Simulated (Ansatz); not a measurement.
The parent structure is ZnGeP₂ in the chalcopyrite structure (space group I-42d, No. 122; a = 5.500 Å, c = 10.845 Å). Axes: x, y, z lie along a, b, c of the conventional cell.

Level of theory: PBE, PAW, 420 eV (Ansatz, a quantum-chemistry and plane-wave program; without spin-orbit coupling), earlier PAW set.

Base values:

```
Item                Value
---------------  --------
Volume per atom  20.50 Å³
Pressure         0.00 GPa
```

It is then changed as follows: biaxial strain −0.56 %, plane normal [001], relaxed out of plane (Cartesian); in-plane vectors clamped, the third vector and the atoms free.

### Question
Estimate the effect on the volume per atom and pressure.

### Answer
The volume per atom drops by 0.13 Å³, from 20.50 Å³ to 20.37 Å³; the pressure (mean of the normal stresses, compression positive) goes from zero to 0.48 GPa.

No phonon test of stability was made.
